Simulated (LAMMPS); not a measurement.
Pressure dependence of CoAl (CsCl type) at 1140 K, from the crystal.

Method: classical MD, pair style eam/alloy, file CoAl.eam.alloy; code LAMMPS.

```
P (GPa)                                state                    volume  coordination number of Al by Co
-------  -----------------------------------  ------------------------  -------------------------------
0        crystal; no diffusion seen in 30 ps  12.2326 ± 0.0007 Å³/atom          8.0 (counted to 3.66 Å)
2        crystal; no diffusion seen in 30 ps  12.0668 ± 0.0004 Å³/atom         8.00 (counted to 3.62 Å)
5        crystal; no diffusion seen in 30 ps  11.8425 ± 0.0002 Å³/atom         8.00 (counted to 3.62 Å)
```

Caution (rows 2; 5): a run this short can hold a crystal over, or a liquid under, the potential's own melting point, which these runs don't give.

Estimate the isothermal bulk modulus at zero pressure. A parabola P(ln V) through the three points gives −dP/d ln V = 140 GPa at zero pressure.

States go by the mean squared displacement: a species diffuses where it passes 1.5 Å², still rises and gives D over 1e-6 cm²/s; a crystal has left its structure where atoms lie 0.35 Å off their sites on average or a cubic box changes its shape by 3 %, or the axial ratios of another lie 8 % off the starting cell's, which the potential's own relaxation can also do.

The ± values are statistical; the model's systematic error is not in them.
